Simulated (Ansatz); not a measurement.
A self-consistent single point of La₄Sb₃ (I-43d, 14 atoms in the cell) with Ansatz (an electronic-structure program).

Method: LDA (PW92), default PAW files made with PBE (plane waves; Ansatz).

```
CELL_PARAMETERS angstrom
     -4.82450     4.82450     4.82450
      4.82450    -4.82450     4.82450
      4.82450     4.82450    -4.82450
ATOMIC_POSITIONS crystal
  La 0.14126 0.14126 0.14126
  La 0.85874 0.50000 0.00000
  La 0.50000 0.00000 0.35874
  La 0.00000 0.85874 0.50000
  La 0.35874 0.50000 0.00000
  La 0.64126 0.64126 0.64126
  La 0.00000 0.35874 0.50000
  La 0.50000 0.00000 0.85874
  Sb 0.25000 0.62500 0.37500
  Sb 0.37500 0.25000 0.62500
  Sb 0.75000 0.87500 0.12500
  Sb 0.12500 0.75000 0.87500
  Sb 0.62500 0.37500 0.25000
  Sb 0.87500 0.12500 0.75000
```

Reference input (self-consistent single point, DFT, LDA (PW92), plane waves, default PAW files made with PBE): basis.ecutwfc = 420 eV; kpoints.mp_grid.grid = 4 4 4; hamiltonian.xc = lda; hamiltonian.pseudopotentials = {kind: paw} (the program's default PAW files); scf.occupations.method = gaussian; scf.occupations.width = 0.1 eV. This run's input differs from it in these lines:

Ansatz 0.2 input:
```diff
@@ -29,3 +29,3 @@
 scf:
-  occupations: { method: gaussian, width: 0.1 eV }
+  occupations: { method: gaussian, width: 0.5 eV }
 output:
```

Output (repeated stretches shortened):

```
SCF iter   1: F=—  HF=-86640.981861 eV  |F-HF|=—  |Δ(HF+E_count)|=         —  Δρ=6.14e-3  dr2=9.57e-2  ethr=1.77e-3  ⟨swp⟩=5.1  Hψ=3687  notcnv=0
all-band conjugate gradients solve this SCF's bands
preconditioner: auto → Kerker (q_TF=auto, 2.338 Å⁻¹)
SCF iter   2: F=—  HF=-86640.947938 eV  |F-HF|=—  |Δ(HF+E_count)|=   3.39e-2  Δρ=3.00e-3  dr2=2.27e-2  ethr=5.37e-5  ⟨swp⟩=2.1  Hψ=1903  notcnv=0
   [... lines left out ...]
SCF iter   5: F=—  HF=-86640.942203 eV  |F-HF|=—  |Δ(HF+E_count)|=   4.70e-5  Δρ=6.05e-5  dr2=2.46e-5  ethr=9.24e-8  ⟨swp⟩=2.4  Hψ=1664  notcnv=0
SCF iter   6: F=—  HF=-86640.942503 eV  |F-HF|=—  |Δ(HF+E_count)|=   3.00e-4  Δρ=1.26e-5  dr2=9.76e-7  ethr=1.38e-8  ⟨swp⟩=2.1  Hψ=1569  notcnv=0
SCF iter   7: F=—  HF=-86640.942503 eV  |F-HF|=—  |Δ(HF+E_count)|=   1.71e-7  Δρ=4.21e-6  dr2=1.17e-7  ethr=5.62e-11  ⟨swp⟩=15.2  Hψ=4622  notcnv=0
SCF iter   8: F=-86640.942503 eV  HF=-86640.942503 eV  |F-HF|=2.08e-9  |Δ(HF+E_count)|=   2.59e-8  Δρ=8.47e-7  dr2=4.89e-9  ethr=5.62e-11  ⟨swp⟩=4.0  Hψ=2631  notcnv=0
SCF 1 converged in 8 iterations: F = -86640.942503 eV  dr2 = 4.89e-9
Free energy (F): -86640.942503 eV
Internal energy: -86639.399553 eV  (E = F + TS)
E sigma→0 (E₀):  -86640.171028 eV
Entropy (-TS):   -1.542950 eV (-110.211 meV/atom)
Fermi energy:    11.176914 eV
--- Forces (eV/Å), atoms counted from 1 ---
  atom   1  La     0.00129040     0.00129040     0.00129040
  atom   2  La     0.00129040    -0.00129040    -0.00129040
  atom   3  La    -0.00129040    -0.00129040     0.00129040
  atom   4  La    -0.00129040     0.00129040    -0.00129040
  atom   5  La     0.00129040    -0.00129040    -0.00129040
  atom   6  La     0.00129040     0.00129040     0.00129040
  atom   7  La    -0.00129040     0.00129040    -0.00129040
  atom   8  La    -0.00129040    -0.00129040     0.00129040
   [... lines left out ...]
  atom  14  Sb    -0.00000000     0.00000000     0.00000000
--- Stress (GPa, compression-positive) ---
       -2.529282      -0.000000       0.000000
       -0.000000      -2.529282       0.000000
        0.000000       0.000000      -2.529282
  P = ⅓ Tr σ = -2.5293 GPa (-25.293 kbar)
  The stress holds the Pulay correction. Without it, at fixed plane waves, as pw.x and ABINIT print it: P = -2.5463 GPa
```

The run converged in 8 iterations. Against the reference run the free energy falls by 60.2 meV/atom, the pressure goes from -2.92 to -2.53 GPa and the largest force goes from 0.014 to 0.002 eV/Å.

The starting cell comes from a database of published, mostly measured structures (it also holds non-ambient and calculated ones), without a prior relaxation at this level. Ansatz's pressure includes its estimate of the finite-basis (Pulay) stress.

Cost on one core of a shared machine: roughly 30 s.
